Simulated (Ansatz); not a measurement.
Levels about the gap of amorphous Zr20O37N2 (59 atoms in a cell of 721 Å³, 5.63 g/cm³; zone centre alone, so wide bands show as single levels with stretches between that a denser mesh fills), at the geometry that PBE relaxed, where it gives -0.9 GPa on a denser mesh. The participation number counts the atoms over which a state spreads; weights are charges in smoothed Voronoi cells. The levels come from a single point, so bond lengths are those of that geometry. Method of the levels: PBE, scalar-relativistic without spin-orbit coupling (Ansatz, an electronic-structure program). Sampling: the zone centre alone; Fermi-Dirac width 0.02 eV; no spin polarisation.

The cell was made by melting and quenching with the CHGNet potential and then relaxed with DFT. O and N atoms were pushed apart under 1.9 Å during the dynamics, to hinder bonds among them. The hot cell started wider than the set density and was brought back towards it in steps. It is the lowest in DFT energy of 2 quenches. It is a model cell: composition and starting density were chosen by hand, and all elements were melted together. No dispersion term was used. Its density started from a set value of 5.37 and ended at 5.63 g/cm³. Cooling (nominally 450 K/ps over its main leg) ran many orders faster than in experiment, which tends to leave more defects and strain. A cell of this size samples the disorder only roughly. The volume was free in the relaxation, at fixed shape. Stress components on the final sampling reach 2.4 GPa. On a 2×2×2 Γ-centred mesh force components of up to 0.13 eV/Å stay, since the relaxation ran on the zone centre alone. Cycles of charging lowered its energy after that relaxation.

```
E - E(highest filled), eV  filling  participation number        largest on  weight O  weight Zr  weight N
-------------------------  -------  --------------------  ----------------  --------  ---------  --------
-0.47                       filled                  19.5   O, 3 neighbours      0.91       0.06      0.04
-0.43                       filled                  16.7   N, 3 neighbours      0.76       0.08      0.16
-0.40                       filled                  19.9   O, 3 neighbours      0.84       0.06      0.10
-0.38                       filled                   8.6   N, 4 neighbours      0.57       0.10      0.33
-0.35                       filled                   6.8   N, 3 neighbours      0.49       0.12      0.39
-0.10                       filled                   6.8   N, 4 neighbours      0.48       0.12      0.41
0.00                        filled                   6.1   N, 4 neighbours      0.50       0.11      0.39
3.00                         empty                   8.0  Zr, 7 neighbours      0.35       0.64      0.01
3.23                         empty                  18.7  Zr, 7 neighbours      0.33       0.63      0.04
3.36                         empty                  16.9  Zr, 7 neighbours      0.32       0.66      0.01
3.47                         empty                  26.8  Zr, 6 neighbours      0.30       0.67      0.03
3.49                         empty                  15.9  Zr, 7 neighbours      0.32       0.66      0.02
3.53                         empty                  20.7  Zr, 6 neighbours      0.32       0.66      0.03
3.59                         empty                  26.2  Zr, 7 neighbours      0.33       0.65      0.02
```

Most localised among these is the filled level at +0.00 eV, on a N atom, which has 4 neighbours (Zr 2.16 Å, Zr 2.17 Å, Zr 2.28 Å, Zr 2.41 Å).
